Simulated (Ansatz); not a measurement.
Start from GaN in the zinc blende structure (space group F-43m, No. 216).

```xyz
2
Lattice="0.0000 2.2490 2.2490 2.2490 0.0000 2.2490 2.2490 2.2490 0.0000" Properties=species:S:1:pos:R:3 pbc="T T T"
N      3.3734     3.3734     3.3734
Ga     0.0000     0.0000     0.0000
```

Cartesian axes are those of the cell as printed.

Level of theory: r2SCAN (Ansatz, a first-principles code), scalar-relativistic without spin-orbit coupling.

Strains are applied to the cell and any free atomic positions relax; under biaxial strain the out-of-plane vector relaxes too.

One change was made to it. Results:

```csv
quantity,base,after
"pressure (mean of the normal stresses, compression positive)",0.00 GPa,9.02 GPa
shortest interatomic distance,1.948 Å,1.921 Å
```

Problem. What was done to the base?
A. biaxial strain −0.44 %, plane normal [110], relaxed out of plane
B. uniaxial strain ε_yy = −4.17 %
C. uniaxial strain ε_xx = −5.93 %
D. isotropic strain −2.90 %
E. strain tensor (xx, yy, zz, yz, xz, xy) = (+1.25, +0.78, −0.36, −0.16, −0.86, −0.28) %

Solution. B, uniaxial strain ε_yy = −4.17 %. For comparison, the pressure in the other runs: strain tensor (xx, yy, zz, yz, xz, xy) = (+1.25, +0.78, −0.36, −0.16, −0.86, −0.28) % gives -3.14 GPa; uniaxial strain ε_xx = −5.93 % gives 13.35 GPa; biaxial strain −0.44 %, plane normal [110], relaxed out of plane gives 1.27 GPa; isotropic strain −2.90 % gives 20.97 GPa.

Whether these cells are dynamically stable was not tested. This is not the structure that GaN has at room temperature and ambient pressure.
